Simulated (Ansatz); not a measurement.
Results of PBEsol (Ansatz, a first-principles code, PAW) for HfC (P6₃/mmc, No. 194, 4 atoms in the cell; start mp-1096993; a measured phase of this formula has another space group).

Settings: plane-wave cutoff 520 eV, 18×18×12 k mesh (along the axes of the cell as run), Fermi–Dirac smearing 0.05 eV, scalar-relativistic PAW data made under PBE.

Cell (relaxed at this level):

HfC is modelled in the hexagonal space group P6₃/mmc (No. 194), the NiAs type structure, Pearson symbol hP4. Cell: a = b = 3.3016 Å, c = 5.1653 Å, α = β = 90.00°, γ = 120.00°. Hf on 2c has 6 C at 2.302 Å. C on 2a has 6 Hf at 2.302 Å (octahedral). (Neighbours: up to the widest gap in distance over summed covalent radii, below 1.35, at either atom; cation-cation and far metal-metal contacts left out.)

Q: Estimate the bulk modulus B0 that the calculation returns.

A: 
- bulk modulus B0: 247 GPa

The run finds no gap.

Note: the bulk modulus is −V dP/dV from two relaxed cells at ±2 % in volume; the relaxation could not lower the start's symmetry, so the cell can be a saddle point above a distorted one.

Spin–orbit coupling is not included; it can open a gap where bands touch, and shift volumes and moduli.

Computed values are for the static lattice.

A start named mp-… is a Materials Project structure, which need not be a measured phase.
